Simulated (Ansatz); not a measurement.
## Convergence study of the k-point mesh at a smearing width of 0.02 eV for LaP (I4mm, 2 atoms in the cell)

```
CELL_PARAMETERS angstrom
      0.00000     3.02415     3.02415
      3.02415     0.00000     3.02415
      3.02415     3.02415     0.00000
ATOMIC_POSITIONS crystal
  La 0.00827 0.00827 0.99173
  P  0.50000 0.50000 0.50000
```

Level of theory: LDA (PW92), default PAW files made with PBE (plane waves; Ansatz, a program for electronic structure).

Base settings: basis.ecutwfc = 420 eV; kpoints.mp_grid.grid = 9 9 9; hamiltonian.xc = lda; hamiltonian.pseudopotentials = {kind: paw} (the program's default PAW files); scf.occupations.method = fermi_dirac; scf.occupations.width = 0.1 eV.

In this ladder: scf.occupations.width = 0.02 eV.

Only quantities that move along the ladder and can be compared are tabulated.

The count of work is k-points × plane waves × bands × iterations; it is no time. 

The starting cell comes from a database of computed structures (which also holds hypothetical and non-ambient phases and stackings), without a prior relaxation at this level. Its lattice was rescaled by up to half a per cent. One atom was moved a little off its site on purpose. In the base run, with a pressure of about -4 GPa the cell is away from its equilibrium volume at this level. Ansatz's pressure includes its estimate of the finite-basis (Pulay) stress.

Steps (kpoints.mp_grid.grid): 3 3 3; 4 4 4; 5 5 5; 6 6 6; 7 7 7; 9 9 9; 10 10 10; 13 13 13; 18 18 18; 22 22 22.

**Question.** What is the coarsest kpoints.mp_grid.grid that holds the forces within 0.02 eV/Å of the last step, with all finer ones?

**Answer.** 9 9 9, at 0.090 of the last step's count of work; the step before is off by 0.023 eV/Å.

**Question.** What is the coarsest kpoints.mp_grid.grid that holds the pressure within 0.1 GPa of the last step, with all finer ones?

**Answer.** 5 5 5, at 0.025 of the last step's count of work; the step before is off by 0.12 GPa.

**Question.** What is the coarsest kpoints.mp_grid.grid that holds the free energy within 1 meV/atom of the last step, with all finer ones?

**Answer.** 9 9 9, at 0.090 of the last step's count of work; the step before is off by 2.1 meV/atom.

| kpoints.mp_grid.grid | free energy less the last step's (meV/atom) | pressure (GPa) | largest difference of a force vector from the last step's (eV/Å) | count of work / last |
|---|---|---|---|---|
| 3 3 3 | 93.89 | -2.93 | 0.372 | 0.0084 |
| 4 4 4 | 22.75 | -3.85 | 0.019 | 0.018 |
| 5 5 5 | 10.36 | -3.94 | 0.076 | 0.025 |
| 6 6 6 | 4.21 | -3.90 | 0.012 | 0.036 |
| 7 7 7 | 2.08 | -3.96 | 0.023 | 0.048 |
| 9 9 9 | 0.58 | -3.96 | 0.010 | 0.090 |
| 10 10 10 | 0.35 | -3.97 | 0.009 | 0.12 |
| 13 13 13 | 0.06 | -3.97 | 0.002 | 0.24 |
| 18 18 18 | -0.01 | -3.97 | 0.000 | 0.58 |
| 22 22 22 | 0.00 | -3.97 | 0.000 | 1.0 |

Keys are those of Ansatz 0.2.
